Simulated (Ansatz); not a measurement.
Start from CdSe in the wurtzite structure (space group P6_3mc, No. 186; a = 4.383 Å, c = 7.154 Å). Axes: x lies along a and z along c of the hexagonal cell.

Structures relaxed with DFT with PBE, PAW potentials and a 420 eV plane-wave cutoff in Ansatz (a quantum-chemistry and plane-wave program), without spin-orbit coupling.

Base:

Simulated powder pattern, Mo Kα, λ = 0.71073 Å (kinematic, ideal powder, no thermal factors, no anomalous dispersion; the 10 strongest lines at most, above 2 %, up to 2θ = 40°):

| 2θ (°) | I/Imax (%) | hkl |
|---|---|---|
| 10.74 | 100 | (100) |
| 11.40 | 60 | (002) |
| 12.17 | 76 | (101) |
| 15.69 | 40 | (102) |
| 18.67 | 97 | (110) |
| 20.27 | 99 | (103) |
| 21.93 | 64 | (112) |
| 27.69 | 39 | (203) |
| 30.78 | 28 | (105) |
| 33.61 | 42 | (213) |

After one change:

Simulated powder pattern, Mo Kα, λ = 0.71073 Å (kinematic, ideal powder, no thermal factors, no anomalous dispersion; the 10 strongest lines at most, above 2 %, up to 2θ = 40°):

```csv
2θ (°),I/Imax (%)
10.74,100
11.67,60
12.23,71
15.89,41
18.67,97
20.61,90
22.07,67
27.95,37
31.42,28
33.82,40
```

Problem. What was done to the base?
A) biaxial strain −0.81 %, plane normal [001], relaxed out of plane
B) biaxial strain −4.42 %, plane normal [001], relaxed out of plane
C) uniaxial strain ε_zz = −2.25 %
D) isotropic strain +0.76 %

Solution. C, uniaxial strain ε_zz = −2.25 %. Its volume per atom is 29.08 Å³ against 29.75 Å³, and its space group is P6_3mc (No. 186).

Whether these cells are dynamically stable was not tested.
